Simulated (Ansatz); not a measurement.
Input:

```yaml
crystal:
  lattice:
    - [0.00000, 2.30353, 2.24594]
    - [2.30353, 0.00000, 2.24594]
    - [2.30353, 2.30353, 0.00000]
  atoms:
    - { symbol: Hf, position: [0.00000, 0.00000, 0.00000] }
    - { symbol: C, position: [0.50000, 0.50000, 0.50000] }
```

No spin polarisation.

Level of theory: DFT with PBEsol, PAW potentials and a 420 eV plane-wave cutoff in Ansatz (an electronic-structure program), spin-orbit coupling left out. k-mesh 22×22×22 (Γ-centred); smearing 0.1 eV (Fermi–Dirac).

Problem. Predict the stress and band gap.

Solution. The stress (xx, yy, zz, yz, xz, xy; compression positive) is (2.7, 2.7, 15.4, 0.0, 0.0, 0.0) GPa and the band gap comes out as zero.

The cells carry an imposed strain or load. No phonon test of stability was made. The final runs are not spin-polarised. The cell was made from HfC in the rock salt structure (space group Fm-3m, No. 225) by this change: uniaxial strain ε_zz = −2.50 %.
